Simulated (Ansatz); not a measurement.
## Several settings converged on LiNbF₆ (R3, 8 atoms in the cell)

```
CELL_PARAMETERS angstrom
      2.57010     1.48385     4.57979
     -2.57010     1.48385     4.57979
      0.00000    -2.96770     4.57979
ATOMIC_POSITIONS crystal
  Li 0.50364 0.50364 0.50364
  Nb 0.00000 0.00000 0.00000
  F  0.12815 0.75325 0.36355
  F  0.87185 0.24675 0.63645
  F  0.36355 0.12815 0.75325
  F  0.63645 0.87185 0.24675
  F  0.75325 0.36355 0.12815
  F  0.24675 0.63645 0.87185
```

Base method: LDA (PW92), default PAW files made with PBE (plane waves; Ansatz, a first-principles code).

Base settings: basis.ecutwfc = 420 eV; kpoints.mp_grid.grid = 5 5 5; hamiltonian.xc = lda; hamiltonian.pseudopotentials = {kind: paw} (the program's default PAW files); scf.occupations.method = fixed.

The count of work is k-points × plane waves × bands × iterations; it is no time. Core times come from one kind of shared machine, to one figure; runs under 30 s give none.

**The cutoff for other potential files**

Level: DFT, LDA (PW92), plane waves, harder PAW files (source: ansatz) made with PBE.

In this ladder: hamiltonian.pseudopotentials = {kind: paw, source: ansatz}.

The second cell is the first with its lattice scaled by 0.98.

The mesh stays at the base's, so the ladder's end is converged at best in this setting alone.

The first pressure column holds Ansatz's estimate of the finite-basis (Pulay) stress, which hides part of the cutoff error; the other is without it.

Only quantities that move along the ladder and can be compared are tabulated.

| basis.ecutwfc | free energy less the last step's (meV/atom) | energy of the compressed cell less the first (meV/atom) | pressure (GPa) | pressure without the Pulay estimate (GPa) | largest difference of a force vector from the last step's (eV/Å) | count of work / last | core time / last (rough) |
|---|---|---|---|---|---|---|---|
| 470 eV | 2575.87 | -31.91 | -9.59 | -126.76 | 0.129 | 0.12 | – |
| 580 eV | 652.41 | -25.43 | -8.98 | -48.77 | 0.030 | 0.16 | – |
| 735 eV | 78.19 | -27.33 | -8.96 | -15.90 | 0.005 | 0.21 | – |
| 890 eV | 6.23 | -27.47 | -8.97 | -9.78 | 0.001 | 0.28 | – |
| 1050 eV | 0.45 | -27.49 | -8.97 | -9.01 | 0.000 | 0.35 | – |
| 1260 eV | 0.22 | -27.49 | -8.97 | -8.97 | 0.000 | 0.47 | 0.5 |
| 1575 eV | 0.11 | -27.50 | -8.97 | -8.97 | 0.000 | 0.66 | 0.6 |
| 2100 eV | 0.00 | -27.50 | -8.97 | -8.97 | 0.000 | 1.0 | 1 |

Coarsest basis.ecutwfc that holds the free energy within 2 meV/atom of the last step, with all finer ones: 1050 eV, at 0.35 of the last step's count of work; the step before is off by 6.2 meV/atom.

Coarsest basis.ecutwfc that holds the pressure without the Pulay estimate within 1 GPa of the last step, with all finer ones: 890 eV, at 0.28 of the last step's count of work; the step before is off by 6.9 GPa.

Coarsest basis.ecutwfc that holds the pressure within 0.5 GPa of the last step, with all finer ones: 580 eV, at 0.16 of the last step's count of work; the step before is off by 0.62 GPa.

The energy difference between the two cells stays within 1 meV/atom of the last step's from 735 eV on, the total only from 1050 eV on: much of the error is common to both cells and cancels.

At the lowest cutoff the pressure without the Pulay estimate lies 118 GPa under the last step's, the usual sign of Pulay stress in an incomplete plane-wave basis.

**The density cutoff**

The second cell is the first with its lattice scaled by 0.98.

The mesh stays at the base's, so the ladder's end is converged at best in this setting alone.

Only quantities that move along the ladder and can be compared are tabulated.

```csv
basis.ecutrho_ratio,free energy less the last step's (meV/atom),energy of the compressed cell less the first (meV/atom),pressure (GPa),largest difference of a force vector from the last step's (eV/Å)
2,-2.34,-28.47,-8.42,0.019
3,0.17,-27.76,-9.05,0.000
4,0.00,-27.76,-9.02,0.000
5,0.00,-27.76,-9.02,0.000
6,0.00,-27.76,-9.02,0.000
8,0.00,-27.76,-9.02,0.000
10,0.00,-27.76,-9.02,0.000
12,0.00,-27.76,-9.02,0.000
16,0.00,-27.76,-9.02,0.000
```

Coarsest basis.ecutrho_ratio that holds the energy of the compressed cell less the first within 0.2 meV/atom of the last step, with all finer ones: 3; the step before is off by 0.71 meV/atom.

Coarsest basis.ecutrho_ratio that holds the pressure within 0.2 GPa of the last step, with all finer ones: 3; the step before is off by 0.61 GPa.

Coarsest basis.ecutrho_ratio that holds the forces within 0.005 eV/Å of the last step, with all finer ones: 3; the step before is off by 0.019 eV/Å.

The energy difference between the two cells stays within 1 meV/atom of the last step's from 2 on, the total only from 3 on: much of the error is common to both cells and cancels.

**The relaxed cell against the cutoff**

On LiNbF6 (R-3, 8 atoms in the cell): atoms on their sites.

In this ladder: relax = cell and atoms.

The mesh stays at the base's, so the ladder's end is converged at best in this setting alone.

Only quantities that move along the ladder and can be compared are tabulated.

| basis.ecutwfc | relaxed volume (Å³/atom) | relaxation steps | core time / last (rough) |
|---|---|---|---|
| 210 eV | 12.841 | 109 | 3 |
| 295 eV | 12.094 | 106 | 4 |
| 355 eV | 12.229 | 27 | 2 |
| 420 eV | 12.157 | 16 | 1 |
| 505 eV | 12.118 | 5 | – |
| 630 eV | 12.115 | 5 | 0.6 |
| 840 eV | 12.124 | 5 | 1 |

Coarsest basis.ecutwfc that holds the relaxed volume within 0.024 Å³/atom of the last step, with all finer ones: 505 eV; the step before is off by 0.033 Å³/atom.

At the lowest cutoff the cell relaxes to a volume 5.9 % larger than at the highest. Ansatz relaxes on a stress corrected for the finite basis.

On the base run: the starting cell comes from a database of computed structures (which also holds hypothetical and non-ambient phases and stackings), without a prior relaxation at this level. Its lattice was rescaled by up to half a per cent. One atom was moved a little off its site on purpose. In the base run, forces exceed 1 eV/Å.

Left out of this page: 1 run of the series failed or unconverged.

Keys are those of Ansatz 0.2.
